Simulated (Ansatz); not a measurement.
Take C in the graphite type structure (space group P6_3/mmc, No. 194; a = 2.4552 Å, c = 6.6705 Å; layered, stacked along the Cartesian z axis) as the base. Axes: x lies along a and z along c of the hexagonal cell.

Calculations: r2SCAN+rVV10 (Ansatz, a program for electronic structure), no spin-orbit coupling, earlier PAW set.

Strains are applied to the cell and any free atomic positions relax; under biaxial strain the out-of-plane vector relaxes too.

One change was made to it. Results:

```csv
quantity,base,after
"pressure (mean of the normal stresses, compression positive)",0.0 GPa,5.4 GPa
shortest interatomic distance,1.418 Å,1.403 Å
```

**Question.** Which change produced these results?
A. uniaxial strain ε_xx = +0.60 %
B. uniaxial strain ε_yy = −1.20 %
C. isotropic strain +3.82 %
D. biaxial strain −4.85 %, plane normal [001], relaxed out of plane
E. isotropic strain −0.96 %

**Answer.** B, uniaxial strain ε_yy = −1.20 %. For comparison, the pressure in the other runs: isotropic strain +3.82 % gives -26.7 GPa; biaxial strain −4.85 %, plane normal [001], relaxed out of plane gives 53.7 GPa; isotropic strain −0.96 % gives 8.9 GPa; uniaxial strain ε_xx = +0.60 % gives -2.5 GPa.

A case with no gap was solved on a k-mesh chosen for an insulator, which is coarse for it. Stability against distortions was not tested.
